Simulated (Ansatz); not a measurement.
A (6,0) gold nanotube, stretched and compressed along its axis from its relaxed period of 4.699 Å, atoms relaxed at each length.

The numbers are results of PBE (plane waves to 420 eV, PAW; Ansatz, a quantum-chemistry and plane-wave program), not measurements. Mesh 1×1×14. No spin polarisation. It repeats along c; a and b span vacuum. A hypothetical model, rolled from the flat sheet. Only distortions within the start's symmetry and period were free. Values not marked SOC lack spin–orbit coupling. Buckling under compression is shut out by symmetry and the short period. Energies are free energies at a Fermi–Dirac width of 0.05 eV, from the unstrained cell.

```csv
strain (%),energy (meV a period),axial force (nN)
-3.0,+158,-3.66
-1.5,+39,-1.81
0.0,0,0.00
+1.5,[?],[?]
+3.0,[?],[?]
+6.0,+535,+5.59
```

Problem. What belongs in the gaps?

Solution. 
- +3.0, energy (meV a period): +144
- +3.0, axial force (nN): +3.16
- +1.5, energy (meV a period): +37
- +1.5, axial force (nN): +1.64
